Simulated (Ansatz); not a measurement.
Pt in the fcc (Cu type) structure (space group Fm-3m, No. 225)

```yaml
crystal:
  lattice:
    - [0.00000, 1.97013, 1.97013]
    - [1.97013, 0.00000, 1.97013]
    - [1.97013, 1.97013, 0.00000]
  atoms:
    - { symbol: Pt, position: [0.00000, 0.00000, 0.00000] }
```

Computed with Ansatz (a quantum-chemistry and plane-wave program), r2SCAN, PAW, cutoff 500 eV, no spin-orbit coupling. Γ-centred 20×20×20 mesh, Fermi–Dirac width 0.05 eV.

| Item | Result |
|---|---|
| Volume per atom | 15.29 Å³ |
| Density | 21.18 g/cm³ |
| Band gap | zero |
| Total energy | -12536.789 eV/atom (σ→0; compares only within this code and set-up) |

Stability against distortions was not tested. All final runs are without spin polarisation.
